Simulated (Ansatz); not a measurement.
Start from BaSnSe₃ in the cubic perovskite structure (space group Pm-3m, No. 221; a hypothetical phase, not in the database extracts checked).

```xyz
5
Lattice="5.2700 0.0000 0.0000 0.0000 5.2700 0.0000 0.0000 0.0000 5.2700" Properties=species:S:1:pos:R:3 pbc="T T T"
Ba     0.0000     0.0000     0.0000
Sn     2.6350     2.6350     2.6350
Se     0.0000     2.6350     2.6350
Se     2.6350     2.6350     0.0000
Se     2.6350     0.0000     2.6350
```

The values are results of DFT with PBEsol, PAW potentials and a 420 eV plane-wave cutoff in Ansatz (an electronic-structure program), without spin-orbit coupling, not measurements.

Before the change:

| Quantity | Result |
|---|---|
| Lattice parameter a | 5.270 Å |

The change: a negative pressure, −2 GPa.

What does the calculation give for the lattice parameter a after the change?

The lattice parameter a grows by 0.080 Å (5.270 Å → 5.350 Å).

Load acts through the strain it causes; cell and atoms are relaxed under it. Stability against distortions was not tested. All final runs are without spin polarisation. Many cubic perovskites are stable only at high temperature; tilts and polar distortions were not tested.
